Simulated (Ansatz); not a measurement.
# What biaxial strain +3.00 %, plane normal [001], relaxed out of plane does to K2Te

Consider K2Te in the anti-fluorite structure (space group Fm-3m, No. 225; a = 8.0909 Å). Axes: x, y, z lie along the cube axes.

Now apply this change: tensile biaxial strain of 3.00 % in the plane normal to [001], as in epitaxy on a mismatched substrate; the out-of-plane cell vector and the atoms relax.

Calculations: Kohn–Sham DFT with the PBEsol functional, run in Ansatz (a first-principles code) with PAW and 420 eV plane waves, spin-orbit coupling left out. k-mesh 7×7×7 (Γ-centred); smearing 0.05 eV (Fermi–Dirac).

Volume per atom: 45.81 Å³ (base 44.14 Å³)
Space group: I4/mmm (No. 139) (base Fm-3m (No. 225))
Shortest interatomic distance: 3.549 Å (base 3.503 Å)
Energy relative to the base (free energy F): +6.3 meV/atom
Band gap: 2.03 eV (base 2.16 eV)
Gap character: indirect, N → Γ
Electron mass: 0.29 mₑ (at Γ) (base 0.29 mₑ (at Γ))
Out-of-plane strain: -2.17 %
Ratio −ε⊥/ε∥: 0.72
Mean in-plane stress (compression positive): -0.7 GPa

Cost of the whole job for the changed cell (relaxation, final SCF and bands): around 24 core-seconds (rough).

Spin-orbit coupling, missing from the scalar runs, can matter with Te. Effective masses come from finite differences of ±0.01 Å⁻¹. Whether these cells are dynamically stable was not tested. k-point labels follow each cell's own Brillouin zone.
